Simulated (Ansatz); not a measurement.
# V3Si under a change: Si → Pt

The parent structure is V3Si in the A15 (Cr3Si type) structure (space group Pm-3n, No. 223; a = 4.650 Å).

Modification: Pt takes the place of Si on all its sites, then cell and atoms are relaxed.

Calculations: PBEsol in Ansatz (plane waves to 420 eV, PAW, spin-orbit coupling left out). Γ-centred 10×10×10 mesh, Fermi–Dirac width 0.05 eV.

```csv
quantity,base,changed,shift
volume per atom,12.56 Å³,13.43 Å³,+0.87 Å³
density,5.98 g/cm³,10.75 g/cm³,+4.77 g/cm³
shortest interatomic distance,2.325 Å,2.377 Å,+0.052 Å
band gap,zero,zero,–
```

Whether these cells are dynamically stable was not tested. Starting moments died away, wholly or in part, for Si → Pt and the base; another magnetic solution may exist. All final runs are without spin polarisation.

Ansatz is an electronic-structure program.
